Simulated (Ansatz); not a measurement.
## InAgTe2, pressure series

The reference is InAgTe$_{2}$ in the chalcopyrite structure (space group I-42d, No. 122; a = 6.354 Å, c = 12.637 Å).

Cell and atoms are relaxed at each pressure.

Computed with Ansatz (a quantum-chemistry and plane-wave program), LDA, PAW, cutoff 420 eV, no spin-orbit coupling.

Notes on the quantities. enthalpy: H = E + PV relative to the base's energy.

```tsv
change	shortest interatomic distance	band gap	enthalpy
base	2.709 Å	zero	–
pressure 0.9 GPa	2.693 Å	0.08 eV	+0.18 eV/atom
pressure 2.1 GPa	2.673 Å	0.13 eV	+0.41 eV/atom
pressure 4.5 GPa	2.639 Å	0.23 eV	+0.86 eV/atom
pressure 9 GPa	2.589 Å	0.39 eV	+1.67 eV/atom
pressure 15 GPa	2.540 Å	0.54 eV	+2.69 eV/atom
pressure 22.5 GPa	2.661 Å	zero	+3.23 eV/atom
```

A case with no gap was solved on a k-mesh chosen for an insulator, which is coarse for it. From pressure 22.5 GPa on, the axis ratios lie over 15 % from the base's, so the cell there is far from its starting form. Spin-orbit coupling, missing from the scalar runs, can matter with Te. Load acts through the strain it causes; cell and atoms are relaxed under it. No phonon test of stability was made. Competing high-pressure phases were not computed. All final runs are without spin polarisation. Gaps under 0.05 eV, about the width of the smearing, are given as zero. The zero or small gap of InAgTe2 can change with the level of theory.
